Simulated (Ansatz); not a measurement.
The parent structure is CuAu (space group P4/mmm, No. 123; a = 2.8129 Å, c = 3.5930 Å; relaxed with 0.1 eV smearing).

The values are results of Kohn–Sham DFT with the PBEsol functional, run in Ansatz (a first-principles code) with PAW and 420 eV plane waves, scalar-relativistic without spin-orbit coupling, not measurements.

Base values:

* **Pressure**: 0.0 GPa
* **Band gap**: zero

Now apply this change: every lattice vector is shortened by 1.50 %, atoms relaxed at fixed cell.

**Question.** What happens to the energy relative to the base, pressure and band gap?

**Answer.** The energy increases by 16 meV/atom; the pressure (mean of the normal stresses, compression positive) goes from zero to 8.8 GPa; the band gap is still zero.

The cells carry an imposed strain or load. No phonon test of stability was made. All final runs are without spin polarisation.
